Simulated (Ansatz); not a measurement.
## RbBr: pressure series

The parent structure is RbBr in the rock salt structure (space group Fm-3m, No. 225; a = 7.0177 Å).

Cell and atoms are relaxed at each pressure.

Computed with PBE/PAW in Ansatz (a first-principles code), no SOC.

Two rows of this table had their results exchanged by mistake.

```
pressure          volume per atom (Å³)  shortest distance (Å)  band gap
----------------  --------------------  ---------------------  --------
pressure −1 GPa                  48.26                  3.641   3.94 eV
pressure 0.3 GPa                 42.16                  3.480   4.25 eV
pressure 0.7 GPa                 40.98                  3.448   4.32 eV
pressure 1.5 GPa                 34.15                  3.245   4.83 eV
pressure 3 GPa                   36.55                  3.319   4.62 eV
pressure 5 GPa                   39.13                  3.395   4.44 eV
pressure 7.5 GPa                 32.01                  3.175   5.03 eV
pressure 10 GPa                  30.41                  3.121   5.11 eV
```

Question: Which two?

Answer: The rows for pressure 1.5 GPa and pressure 5 GPa: the volume has to fall steadily with pressure, so 39.13 Å³ belongs to pressure 1.5 GPa and 34.15 Å³ to pressure 5 GPa.

Load acts through the strain it causes; cell and atoms are relaxed under it. Stability against distortions was not tested. No other phases were tried under pressure.
